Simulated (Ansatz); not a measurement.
Fermi-surface data of Au (Fm-3m)

```
Au
1.0
    0.00000     2.04133     2.04133
    2.04133     0.00000     2.04133
    2.04133     2.04133     0.00000
Au
1
Direct
  0.00000   0.00000   0.00000
```

Computed with PBEsol, rigid bands (plane waves, PAW, scalar-relativistic; Ansatz, a quantum-chemistry and plane-wave program). Cell: cell and atoms relaxed with PBEsol.

| Quantity | Value |
|---|---|
| density of states at the Fermi level | 0.284 states/(eV·cell), both spins |
| bare Sommerfeld coefficient | 0.67 mJ/(mol of atoms·K²) |
| Drude plasma energy | 8.9 eV |
| root-mean-square Fermi velocity | 1.4e6 m/s |
| resistivity times τ | 6.1 ×10⁻²² Ω·m·s |
| resistivity times mean free path | 8.4 ×10⁻¹⁶ Ω·m² |

A metal at this level (no band gap); rigid bands, thermally averaged at 300 K, both spins. Spin-orbit coupling is left out, which matters with elements this heavy. τ is one relaxation time for all states; the product of resistivity and mean free path takes one path for all states instead.
